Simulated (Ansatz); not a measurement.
InAs (model structure, started from the CsCl type, Pm-3m, No. 221, 2 atoms in the cell)

Computed with r²SCAN (PAW; Ansatz, a program for electronic structure).

Numerical settings: plane-wave cutoff 500 eV, 12×12×12 k mesh, Fermi–Dirac smearing 0.05 eV, scalar-relativistic PAW data made under PBE.

Cell (relaxed at this level):

InAs has the cubic space group Pm-3m (No. 221), the CsCl type structure, Pearson symbol cP2. Cell: a = b = c = 3.543 Å, α = β = γ = 90.00°. In on 1a is surrounded by 8 As at 3.068 Å and 6 In at 3.543 Å. As on 1b has 8 In at 3.068 Å (cubic). (Neighbours: up to the widest gap in distance over summed covalent radii, below 1.35, at either atom; cation-cation and far metal-metal contacts left out.)

For InAs (model structure, started from the CsCl type, Pm-3m, No. 221, 2 atoms in the cell), the band gap is none.

Note: the relaxation could raise the start's symmetry but not lower it, so the cell can be a saddle point.

Spin–orbit coupling is not included.

Static lattice: no zero-point or thermal effects.

A model structure was made by putting elements into a prototype or built by hand; it is no filed structure, need not be a known phase, and can be a saddle point held by its symmetry.
